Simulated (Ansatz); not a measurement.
Sr3P2 (model structure, started from the A-La2O3 type, P-3m1, No. 164, 5 atoms in the cell) was calculated with r²SCAN+SOC (Ansatz, a first-principles code, plane waves, PAW).

Numerical settings: plane-wave cutoff 560 eV, 12×12×6 k mesh (along the axes of the cell as run), Fermi–Dirac smearing 0.01 eV, PAW data made under PBE.

Cell (relaxed with PBEsol):

```xyz
5
Lattice="5.0848 0.0000 0.0000 -2.5424 4.4036 0.0000 0.0000 0.0000 6.5760" Properties=species:S:1:pos:R:3 pbc="T T T"
P      0.0000     2.9357     1.4181
P      2.5424     1.4679     5.1579
Sr     0.0000     0.0000     0.0000
Sr     0.0000     2.9357     4.5148
Sr     2.5424     1.4679     2.0612
```

### Question
Give the computed band gap, smallest direct gap on the k points sampled and Γ–Γ gap.

### Answer

- band gap = 0.87 eV (indirect)
- smallest direct gap on the k points sampled = 1.46 eV
- Γ–Γ gap = 1.64 eV

Note: the relaxation could raise the start's symmetry but not lower it, so the cell can be a saddle point; cell and atoms aren't relaxed at this level (largest force component 0.06 eV/Å, pressure 1.7 GPa).

A model structure was made by putting elements into a prototype or built by hand; it is no filed structure, need not be a known phase, and can be a saddle point held by its symmetry.
